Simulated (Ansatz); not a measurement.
The slab is Si(111) 1x1 surface, 6 top atoms, 3 bilayers, bottom bilayer H-capped and fixed, every top atom capped by H; cell 11.5 x 6.6 Å; two neighbouring H replaced by OH; about 7 Å thick over the host's atoms, 18 atoms held. The numbers are results of PBE-D3(BJ) (plane waves to 420 eV, PAW; Ansatz, an electronic-structure program), not measurements. Sampling: 1x2x1 k points. The slab states were run without spin polarisation. A thicker slab, a larger cell or a denser mesh can move such energies by a tenth of an eV or more. Energies are static: no zero-point or thermal part. Each state was relaxed from one prepared geometry.

One H2O a cell is brought to the surface left by an earlier step (the surface fragment of SiH4 exchanges a second ligand with a neighbouring O-H group), after H2 has left. Relaxed result near the molecule:

| atom | x (Å) | y (Å) | z (Å) |
|---|---|---|---|
| Si(1) | 2.034 | 3.357 | 9.483 |
| Si(16) | 5.645 | 3.356 | 9.480 |
| H(29) | 3.839 | -0.110 | 10.943 |
| H(45) | -1.932 | 3.297 | 11.073 |
| O(46) | 5.235 | 3.383 | 11.109 |
| O(48) | 2.445 | 3.393 | 11.126 |
| Si(a0) | 3.857 | 3.313 | 12.016 |
| H(a3) | 3.845 | 2.016 | 12.741 |
| H(a4) | 3.849 | 4.481 | 12.936 |
| O(c0) | 0.096 | 3.346 | 12.843 |
| H(c1) | -0.035 | 4.230 | 13.215 |
| H(c2) | 0.905 | 3.428 | 12.300 |

**Question.** What is the adsorption energy against the free H2O and the slab before, and how much of it is dispersion?

**Answer.** -0.24 eV (negative: bound); the D3 term gives -0.12 eV of it. Its closest contacts to the rest of the cell: H(c2)...O(48) 1.94 Å, O(c0)...H(45) 2.69 Å, O(c0)...O(48) 2.91 Å.
